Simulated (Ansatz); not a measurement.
TiAl3 (I4/mmm, No. 139), treated with revPBE in Ansatz (plane waves, PAW).

Numerical settings: plane-wave cutoff 520 eV, 20×20×20 k mesh, Fermi–Dirac smearing 0.05 eV, no spin polarisation, scalar-relativistic PAW data made under PBE.

Properties against volume:

Shape and atoms are relaxed at each volume.

```
V (Å³/atom)  P (GPa)  c (Å)  a (Å)
-----------  -------  -----  -----
15.550          4.53  8.539  3.817
15.874          2.15  8.601  3.842
16.198          0.00  8.662  3.868
16.521         -1.95  8.724  3.892
16.845         -3.70  8.784  3.917
```

Note: the bulk modulus comes from volumes at which shape and atoms were relaxed.

Ansatz is an electronic-structure program.
